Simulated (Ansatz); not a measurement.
## metastable zinc-blende AlN: the defect C on the Al site (C_Al)

Method: PBE, PAW (plane waves to 420 eV; Ansatz, a quantum-chemistry and plane-wave program). The supercell holds 64 host sites (2×2×2 repeats of the unit cell), with a 2×2×2 shifted k-point sampling for the final energies. Site at the start: the Al site. Finite-size correction: monopole term and site-potential alignment. Dielectric constants: PBE linear response of the host. Host gap at this level: 3.31 eV. Finite-size and sampling errors can reach tenths of an eV here. Levels are measured in PBE's own, too narrow, gap. Spin–orbit coupling is left out. Each state is the lowest found from its start.

Formation energies E_f are given with the Fermi level at the valence-band maximum. Chemical conditions: Al-rich (Δμ(Al) = 0.00 eV, Δμ(C) = -0.21 eV, bounded by Al4C3 (R-3m); only phases computed here count, gases as isolated molecules at 0 K). Reference phases: Al: fcc Al, C: graphite.

```
charge         moment (μB)  largest move off a lattice site (Å)  image correction with alignment (eV)  E_f, Al-rich (eV)
------  ------------------  -----------------------------------  ------------------------------------  -----------------
+1      not spin-polarised                                 0.32                                  0.11               4.65
0*                     1.0                                 0.32                                     –                  –
−1*     not spin-polarised                                 0.32                                     –                  –
```

* At this level the carrier isn't localised at the defect: at charge 0 electrons occupy the conduction band; at charge −1 electrons occupy the conduction band. Such a state is shallow or no state of the defect, and this cell gives it no level.

No other site or start that was run ended lower by more than 0.1 eV.

Flagged in the runs: a doubtful potential alignment.
